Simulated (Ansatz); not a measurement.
NaHF2 (R-3m, No. 166, 4 atoms in the cell; start mp-27837) was calculated with G0W0@PBEsol (hard PAW, contour deformation; Ansatz, a program for electronic structure).

The cell is the one relaxed with PBEsol. Conventional cell: a = 3.4786 Å, b = 3.4786 Å, c = 13.7293 Å, α = 90.00°, β = 90.00°, γ = 120.00°.

One run with a 6×6×6 mesh, response cutoff 100 eV and 200 empty bands, not extrapolated in mesh or basis; no spin–orbit coupling.

Highest filled and lowest empty level by k point (fractions of the reciprocal vectors of the cell (1.739 1.004 4.576) (-1.739 1.004 4.576) (-0.000 -2.008 4.576) Å; eV from the valence maximum of each method):

| k | PBEsol filled | PBEsol empty | QP filled | QP empty |
|---|---|---|---|---|
| 0 0 0 | -0.16 | 6.90 | 0.00 | 11.25 |
| 0 0.167 0.167 | -0.18 | 7.71 | -0.16 | 12.16 |
| 0 0.333 0.333 | -0.13 | 9.65 | -0.28 | 14.28 |
| 0 0.333 -0.333 | -0.22 | 12.20 | -0.29 | 16.88 |
| 0.167 0.167 -0.333 | -0.26 | 11.18 | -0.25 | 15.88 |
| 0.167 -0.5 -0.167 | -0.30 | 12.32 | … | … |
| 0.167 -0.333 -0.333 | -0.16 | 11.54 | -0.32 | 16.28 |
| 0.333 0.333 -0.333 | -0.13 | 10.42 | … | … |

Estimate the withheld levels to about 0.1 eV.


- 0.167 -0.5 -0.167, QP filled: -0.30
- 0.167 -0.5 -0.167, QP empty: 16.98
- 0.333 0.333 -0.333, QP filled: -0.28
- 0.333 0.333 -0.333, QP empty: 14.96

A start named mp-… is a Materials Project structure, which need not be a measured phase.
